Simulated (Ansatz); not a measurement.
# Os: stress against strain

Os (hcp, P6_3/mmc, 14.281 Å³/atom and stress up to 0.01 GPa in the relaxed cell, c along z) under a strain ε along c (axis z), the other axes held. PBE in Ansatz, a plane-wave DFT program (PAW, default set), 420 eV, 24×24×13 Γ-centred mesh, Fermi-Dirac smearing 0.10 eV; ions are relaxed, or left where forces stay under 0.02 eV/Å, within the symmetry of each cell. Stress is positive for a compressed cell.

Here s stands for strain and y for stress zz.

```
strain (%)  stress zz (GPa)
----------  ---------------
-3.00                     ?
-1.50                 12.92
-1.00                  8.45
-0.50                  4.15
0.00                   0.00
0.50                  -3.99
1.00                  -7.83
1.50                 -11.52
```

Question: Fit y against s with a straight line, and predict the withheld value at s = -3.00.

Answer: Means: s 0, y 0.311. About the means, the sum of products is -57.010 and the sum of squares of s is 7.0000; the slope is their ratio. Least squares gives y = 0.311 - 8.1443·s. Residuals (row less fit): 0.393, -0.005, -0.233, -0.311, -0.229, 0.003, 0.385; standard error 0.318 (degrees of freedom: 5). The slope gives the elastic constant C33 = about 810 GPa. At the withheld row, y = 0.311 - 8.1443 × (-3.0) = 24.744 GPa. The calculation gives 27.35 GPa, 2.606 GPa above the prediction (6.7 % of the range of y in the table). The row lies outside the fitted rows, so this is an extrapolation. From the scatter of the fitted rows alone, a prediction at this place has a standard error of 0.496 GPa, so the miss is 5.3 times that.

A polynomial of degree 2 through the 12 other runs of the series gives 27.27 there, so most of the miss is curvature that the fit leaves out. In a metal these values are sensitive to mesh and smearing; energies are taken to zero smearing, stresses follow the free energy. Spin-orbit coupling is left out, which can shift these values for the heavy elements here. Rows are the converged runs of the series near zero and its far end; series whose fitted rows scatter by over a few per cent of the range, as at a crossing or softening among them, aren't shown in this form, nor equations of state whose B0' disagrees with the runs' pressures. Most that stay on the fit to the last digits aren't either.
